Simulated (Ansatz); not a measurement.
Consider HfS2 in the CdI2 type structure (space group P-3m1, No. 164; a = 3.547 Å, c = 5.577 Å; layered, stacked along the Cartesian z axis). Axes: x lies along a and z along c of the hexagonal cell.

The values are results of PBEsol-D3(BJ)/PAW in Ansatz (a first-principles code), spin-orbit coupling left out, not measurements.

Strains are applied to the cell and any free atomic positions relax; under biaxial strain the out-of-plane vector relaxes too.

One change was made to it. Results:

```json
[
 {"quantity": "band gap", "base": "0.45 eV", "after": "0.36 eV"},
 {"quantity": "pressure (mean of the normal stresses, compression positive)", "base": "0.1 kbar", "after": "12.3 kbar"},
 {"quantity": "valence-band top at Γ (three highest levels, from the VBM)", "base": "0.00, -0.29, -0.29 eV", "after": "0.00, -0.20, -0.20 eV"}
]
```

Question: Which of these changes matches the shifts?
A) biaxial strain +0.50 %, plane normal [001], relaxed out of plane
B) biaxial strain −1.00 %, plane normal [001], relaxed out of plane
C) biaxial strain +1.00 %, plane normal [001], relaxed out of plane
D) biaxial strain −1.50 %, plane normal [001], relaxed out of plane

Answer: B, biaxial strain −1.00 %, plane normal [001], relaxed out of plane. For comparison, the band gap in the other runs: biaxial strain +0.50 %, plane normal [001], relaxed out of plane gives 0.49 eV; biaxial strain +1.00 %, plane normal [001], relaxed out of plane gives 0.52 eV; biaxial strain −1.50 %, plane normal [001], relaxed out of plane gives 0.32 eV.

With Hf present, leaving out spin-orbit coupling can change the band edges. Whether these cells are dynamically stable was not tested.
